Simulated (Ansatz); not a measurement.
**A computed series for hypothetical CdI2 type CeO2: pressure series**

Consider CeO₂ in the CdI2 type structure (space group P-3m1, No. 164; a = 3.5949 Å, c = 4.4067 Å; a hypothetical phase, not in the database extracts checked).

Cell and atoms are relaxed at each pressure.

The values are results of r2SCAN+rVV10 in Ansatz (plane waves to 500 eV, PAW, no spin-orbit coupling), earlier PAW set, not measurements.

Candidates:
(a) pressure 10 GPa
(b) pressure 5 GPa
(c) pressure 3 GPa
(d) pressure 0.3 GPa

Before the change:

- Band gap = 2.48 eV

Problem. Order them by band gap, lowest first.

Solution. (a) pressure 10 GPa (2.23 eV), (b) pressure 5 GPa (2.31 eV), (c) pressure 3 GPa (2.36 eV), (d) pressure 0.3 GPa (2.47 eV)

Load acts through the strain it causes; cell and atoms are relaxed under it. Stability against distortions was not tested. Competing high-pressure phases were not computed. Seeded moments were not kept for the base. The final runs are not spin-polarised.

Ansatz is an electronic-structure program.
